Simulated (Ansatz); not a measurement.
Consider the following.

End structure of Br on the 1x1 (111) surface of fcc Ag, one in a 1x1 cell, started at the site 'hollow Ag-Ag-Ag over Ag at depth 2.4 Å':

```xyz
5
Lattice="2.9334 0.0000 0.0000 -1.4667 2.5404 0.0000 0.0000 0.0000 26.5000" Properties=species:S:1:pos:R:3 pbc="T T T"
Ag     0.0000     1.6936     9.6916
Ag     1.4667     0.8468    12.0709
Ag     0.0000     0.0000    14.4481
Ag     0.0000     1.6936    16.8022
Br     0.0000     0.0000    19.4109
```

Model: 5-atom slab, 7.1 Å thick at the start under the adsorbate (thin: gaps and levels are the slab's own), 12x12x1 mesh, Fermi-Dirac 0.1 eV, dipole correction, 2 atoms held, the rest relaxed; held to the start's symmetry, so lower structures may exist; no spin, no spin-orbit, no U, no dispersion correction. At the end it is bonded to 3 Ag. In PBE this state lies 0.06 eV over the lowest of the starts that converged ('top Ag').

A negative adsorption energy means that the adsorbate is more stable on the surface than in its reference.

Q: What change of the work function does Ansatz (a quantum-chemistry and plane-wave program) with PBE give?

A: 0.92 eV

Q: What work function of the top face does PBE give?

A: 5.36 eV

Q: What is the computed adsorption energy against ½ Br2(g) (PBE)?

A: 7.3 kJ/mol

Q: What is the computed change of the step from the bottom to the top vacuum level, against the clean slab (PBE)?

A: 0.88 eV
